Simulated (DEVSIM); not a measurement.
Structure: Schottky contact on n-type β-Ga2O3, at 300 K.

Layer 1 from the left is β-Ga2O3, thickness (μm) 1.30, Nd (cm⁻³) 6.2e16, τn (s) 1.4e-9, τp (s) 1.4e-9.

Left contact: Schottky, work function 4.79 eV, emission velocity 5.3e6 cm/s. Right contact: ohmic. Voltage is applied to the left contact. Recombination: SRH at mid-gap, Auger. Mobility is μmin + (μ − μmin)/(1 + (N/Nref)^α).

Constants are typed, rounded textbook-type inputs, not results; the design itself was drawn at random and stands for no fabricated device. Values at 300 K.

β-Ga2O3: gap (eV) 4.8, affinity (eV) 4, permittivity 10, Nc (cm⁻³) 3.7e18, Nv (cm⁻³) 5e20, μn (cm²/Vs) 160, μp (cm²/Vs) 1, μn,min 20, μp,min 0.1, Nref,n 1e18, Nref,p 1e18, αn 0.8, αp 0.8, Cn (cm⁶/s) 1e-31, Cp (cm⁶/s) 1e-31.

Simulated with DEVSIM: 1D drift-diffusion, Boltzmann statistics, complete ionisation; no tunnelling, impact ionisation, image-force lowering or self-heating. Metal contacts follow the ideal Schottky-Mott rule: no Fermi-level pinning, no interface dipoles.

Dark forward current:

```csv
|V| (V),|J| (A/cm²)
0.05,7.556e-7
0.10,5.917e-6
0.15,4.116e-5
0.20,0.0002814
0.25,0.001914
0.30,0.01297
0.35,0.08750
0.40,0.5851
0.45,3.833
0.50,23.34
0.55,110.6
0.60,331.0
0.65,669.6
0.70,1079
0.75,1528
0.80,2003
```

Q: Work out the local ideality factor n = ΔV / (kT/q · ln(J2/J1)) between the rows 0.15 and 0.20 V, 0.75 and 0.80 V.

A: kT/q = 25.85 mV. From 0.15 to 0.20 V: ln(0.0002814/4.116e-5) = 1.922, n = 1.01, near the 1 of diffusion or emission over a barrier. From 0.75 to 0.80 V: ln(2003/1528) = 0.271, n = 7.15; the layers' resistance at their doping, Σ W/(qμN) = 8.9e-5 Ω cm², would take 42 mV of this step of 50 mV.

Q: Estimate the current at 0.30 V for emission alone, J0 = q v N_band exp(−φB/kT), and read the barrier back from the simulated current.

A: φB = 0.790 eV, N_band = 3.70e18 cm⁻³, J0 = 1.68e-7 A/cm²; J = J0 (exp(qV/kT) − 1) = 0.0184 A/cm². The simulation gives 0.0130 A/cm²; the estimate lies 42 % above. Read backwards, the simulated current gives an apparent barrier of 0.799 eV. The estimate leaves out transport through the depletion region and minority injection.
